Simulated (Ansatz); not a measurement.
# SnO2: response to strain

Consider SnO₂ in the rutile structure (space group P4_2/mnm, No. 136).

Space group P4₂/mnm (No. 136); a = 4.769 Å, b = 4.769 Å, c = 3.212 Å, α = 90.00°, β = 90.00°, γ = 90.00°

| atom | site | symmetry | x | y | z |
|---|---|---|---|---|---|
| Sn | 2a | m.mm | 0.0000 | 0.0000 | 0.0000 |
| O | 4f | m.2m | 0.3063 | 0.3063 | 0.0000 |

Strains are applied to the cell and any free atomic positions relax.

The values are results of DFT with PBEsol, PAW potentials and a 420 eV plane-wave cutoff in Ansatz (a quantum-chemistry and plane-wave program), without spin-orbit coupling, not measurements.

Notes on the quantities. energy relative to the base: free energy F.

| isotropic strain (%) | energy relative to the base (meV/atom) |
|---|---|
| -3 | 67.9 |
| -2.4 | 42.4 |
| -1.8 | 23.3 |
| -1.2 | 10.1 |
| -0.6 | ? |
| 0 | 0.0 |

Fit ΔE = Aε² + Bε³ (ε in %) to the rows shown and predict the withheld row.

Least squares on the printed values gives A = 6.65 and B = -0.30 meV/atom (largest residual 0.0 meV/atom); this predicts 2.5 meV/atom, and the run gives 2.5 meV/atom, in agreement.

Whether these cells are dynamically stable was not tested.
